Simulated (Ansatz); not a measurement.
## A self-consistent single point of YbZn (P4mm, 2 atoms in the cell) with Ansatz

Level of theory: PBEsol, default PAW files made with PBE (plane waves; Ansatz, a first-principles code).

Input as run:

Ansatz 0.2 input:
```yaml
crystal:
  lattice:
    - [3.593711, 0.000000, 0.000000]
    - [0.000000, 3.593711, 0.000000]
    - [0.000000, 0.000000, 3.593711]
  atoms:
    - { symbol: Yb, position_ang: [0.000000, 0.000000, 0.049999] }
    - { symbol: Zn, position_ang: [1.796855, 1.796855, 1.796855] }
basis:
  ecutwfc: 420.0
kpoints:
  mp_grid: { grid: [9, 9, 9] }
hamiltonian:
  xc: pbesol
  pseudopotentials: { kind: paw }
scf:
  occupations: { method: fermi_dirac, width: 0.1 }
output:
  forces: true
  eigenvalues: true
  stress: true
```

Log, with long lists cut:

```
WARN ansatz: RAYON_NUM_THREADS=1 ignored (pool sized by the plan → 1); use --threads N
Pseudopotentials: kind: paw
Pseudopotential: Yb, paw, valence charge 24
Pseudopotential: Zn, paw, valence charge 12
Crystal: 2 atoms, lattice volume = 46.412 Å³
Basis set: ecut = 420 eV, 925 PW (Γ), exchange–correlation on 50×50×50 points (8 copies of the dense FFT grid, shifted against one another)
Bands: 22, of which v1, the nominal top of the filled ones, is band 18 counted from 1 (17 counted from 0)
Symmetry: 8 space group operations
Space group: P4mm (ITA 99), of the structure as read, at distance tolerance 3.6e-5 Å
k-points: 75 of 729 (time reversal used)
PAW frozen core: Yb, regenerated for the run's functional, and the local potential with it
PAW frozen core: Zn, regenerated for the run's functional, and the local potential with it
Initial density: superposition of atomic densities (neutral atoms: chi_scale 0, normalization atom), corrected by the library's trained network
Initial wavefunctions: pseudopotential atomic-orbital guess
Eigensolver: davidson
Functional: x = pbesol(κ = 0.804, μ = 0.12345679012345678), c = pbesol(β = 0.046)
SCF iter   1: F=—  HF=-16958.055397 eV  |F-HF|=—  |Δ(HF+E_count)|=         —  Δρ=5.28e-3  dr2=1.25e-2  ethr=1.77e-3  ⟨swp⟩=6.0  Hψ=7789  notcnv=0
all-band conjugate gradients solve this SCF's bands
preconditioner: auto → Kerker (q_TF=auto, 2.615 Å⁻¹)
SCF iter   2: F=—  HF=-16958.052268 eV  |F-HF|=—  |Δ(HF+E_count)|=   3.13e-3  Δρ=1.57e-3  dr2=1.60e-3  ethr=3.48e-5  ⟨swp⟩=2.0  Hψ=3386  notcnv=0
SCF iter   3: F=—  HF=-16958.051828 eV  |F-HF|=—  |Δ(HF+E_count)|=   4.40e-4  Δρ=1.05e-3  dr2=8.68e-4  ethr=4.46e-6  ⟨swp⟩=2.0  Hψ=2083  notcnv=0
SCF iter   4: F=—  HF=-16958.051623 eV  |F-HF|=—  |Δ(HF+E_count)|=   2.05e-4  Δρ=3.04e-4  dr2=5.42e-5  ethr=2.41e-6  ⟨swp⟩=2.4  Hψ=2557  notcnv=0
SCF iter   5: F=—  HF=-16958.051637 eV  |F-HF|=—  |Δ(HF+E_count)|=   1.41e-5  Δρ=1.71e-4  dr2=1.27e-5  ethr=1.51e-7  ⟨swp⟩=2.0  Hψ=2790  notcnv=0
SCF iter   6: F=—  HF=-16958.051633 eV  |F-HF|=—  |Δ(HF+E_count)|=   3.74e-6  Δρ=3.76e-5  dr2=6.19e-7  ethr=3.51e-8  ⟨swp⟩=2.0  Hψ=2962  notcnv=0
SCF iter   7: F=—  HF=-16958.051633 eV  |F-HF|=—  |Δ(HF+E_count)|=   3.67e-7  Δρ=1.41e-5  dr2=8.36e-8  ethr=2.78e-10  ⟨swp⟩=8.4  Hψ=9852  notcnv=0
SCF iter   8: F=-16958.051633 eV  HF=-16958.051633 eV  |F-HF|=1.22e-9  |Δ(HF+E_count)|=   9.05e-8  Δρ=2.59e-6  dr2=2.18e-9  ethr=2.32e-10  ⟨swp⟩=6.5  Hψ=8127  notcnv=0
SCF 1 converged in 8 iterations: F = -16958.051633 eV  dr2 = 2.18e-9
SCF converged after 8 iterations
Free energy (F): -16958.051633 eV
Harris-Foulkes:  -16958.051633 eV  (|F-HF|=1.22e-9)
Internal energy: -16957.944728 eV  (E = F + TS)
E sigma→0 (E₀):  -16957.998181 eV
Entropy (-TS):   -0.106905 eV (-53.453 meV/atom)
Fermi energy:    11.572083 eV
--- Per-component energies (eV) ---
  E_band       = 82.229840
  E_kinetic    = 488.570002
  E_local      = -7501.119381  (includes V_loc(G=0)·N_el)
  E_nonlocal   = 1158.300494
  E_hartree    = 3230.915684
  E_xc         = -299.488844
  E_vxc        = -257.416630  (∫ρ·V_xc dr)
  E_paw        = -9019.334710  (= ΣΔE_a)
  E_vpaw       = -267.934164  (= ΣTr[D̂ρ^β])
  E_aug_tail   = -0.000341  (compensation charges beyond the density's cutoff)
  E_ewald      = -5017.714181
  E_core_change = 1.926549  (= ΣΔE_core)
  E_smearing   = -0.106905  (= −TS)
  E_closure    = 0.000000  (closes the sum)
  Σ components = -16958.051633   (vs F -16958.051633, Δ=0.00e0)
--- Forces (eV/Å), atoms counted from 1 ---
  atom   1  Yb     0.00000000     0.00000000    -0.12698122
  atom   2  Zn    -0.00000000     0.00000000     0.12698214
  max |Σ_I F_I| component: 9.17e-7 eV/Å
--- Stress (GPa, compression-positive) ---
       -3.031500       0.000000      -0.000000
        0.000000      -3.031500       0.000000
       -0.000000       0.000000      -3.053992
  P = ⅓ Tr σ = -3.0390 GPa (-30.390 kbar)
  The stress holds the Pulay correction. Without it, at fixed plane waves, as pw.x and ABINIT print it: P = -3.0873 GPa
--- Band table (eV; the first three rows and the last of 75) ---
  k-point 0: bands = ["-39.9530", "-12.1686", "-12.1686", "-12.1685", "4.3572", "4.4793", "4.4802", "4.6595", "4.6603", "4.6603", "11.0462", "11.0462", "11.0464", "11.0489", "11.0489", "11.0490", "11.0935", "12.5618", "12.5681", "16.4197", [...]
  k-point 1: bands = ["-39.9520", "-12.2003", "-12.1659", "-12.1659", "4.4850", "4.4932", "4.5483", "4.6560", "4.6560", "4.6611", "11.0303", "11.0439", "11.0501", "11.0501", "11.0549", "11.0549", "11.0927", "12.3614", "12.6292", "15.7926", [...]
  k-point 2: bands = ["-39.9494", "-12.2797", "-12.1591", "-12.1591", "4.4993", "4.5425", "4.6451", "4.6451", "4.6652", "5.0852", "10.9466", "11.0318", "11.0562", "11.0562", "11.0756", "11.0756", "11.0908", "11.5125", "12.7935", "14.9621", [...]
  k-point 74: bands = ["-39.9283", "-12.3573", "-12.3564", "-12.3563", "4.5529", "4.5628", "4.5631", "4.7721", "4.7723", "9.5037", "10.3756", "10.3782", "10.8212", "11.0533", "11.0544", "11.0545", "11.1053", "11.1217", "11.1218", "12.3542", [...]
```

The run converged in 8 iterations.

The starting cell comes from a database of computed structures (which also holds hypothetical and non-ambient phases and stackings), without a prior relaxation at this level. Its lattice was rescaled by up to half a per cent. One atom was moved a little off its site on purpose. Spin-orbit coupling is off. Spin polarisation is off. With a pressure of about -3 GPa the cell is away from its equilibrium volume at this level. Ansatz's pressure includes its estimate of the finite-basis (Pulay) stress.
